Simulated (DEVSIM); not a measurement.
Structure: abrupt GaAs p-n junction, at 300 K.

```csv
layer (left to right),material,thickness (μm),Nd (cm⁻³),Na (cm⁻³),τn (s),τp (s)
1,GaAs,69.0,-,6.8e17,7.2e-11,7.2e-10
2,GaAs,29.0,3.3e14,-,7.2e-10,7.2e-10
```

Left contact: ohmic. Right contact: ohmic. Voltage is applied to the left contact. Recombination: SRH at mid-gap. Mobility is μmin + (μ − μmin)/(1 + (N/Nref)^α).

This is a model device: material constants are rounded textbook-type values typed into the input, and sizes, dopings and lifetimes were drawn at random. Values at 300 K.

```tsv
parameter	GaAs
gap (eV)	1.424
affinity (eV)	4.07
permittivity	12.9
Nc (cm⁻³)	4.7e17
Nv (cm⁻³)	9e18
μn (cm²/Vs)	8500
μp (cm²/Vs)	400
μn,min	500
μp,min	20
Nref,n	6e16
Nref,p	1.5e17
αn	0.39
αp	0.38
```

Model (solved in DEVSIM): 1D drift-diffusion, Boltzmann statistics, complete ionisation; no tunnelling, impact ionisation, image-force lowering or self-heating.

Task: Give the dark reverse current.

Result: 
```json
[
 {"V (V)": "-0.20", "J (A/cm²)": "-8.2e-9"},
 {"V (V)": "-0.50", "J (A/cm²)": "-1.7e-8"},
 {"V (V)": "-1.00", "J (A/cm²)": "-2.9e-8"},
 {"V (V)": "-1.50", "J (A/cm²)": "-3.8e-8"},
 {"V (V)": "-2.00", "J (A/cm²)": "-4.7e-8"},
 {"V (V)": "-3.00", "J (A/cm²)": "-6.2e-8"},
 {"V (V)": "-4.00", "J (A/cm²)": "-7.5e-8"},
 {"V (V)": "-5.00", "J (A/cm²)": "-8.6e-8"},
 {"V (V)": "-6.50", "J (A/cm²)": "-1.0e-7"},
 {"V (V)": "-8.00", "J (A/cm²)": "-1.2e-7"},
 {"V (V)": "-10.00", "J (A/cm²)": "-1.3e-7"}
]
```
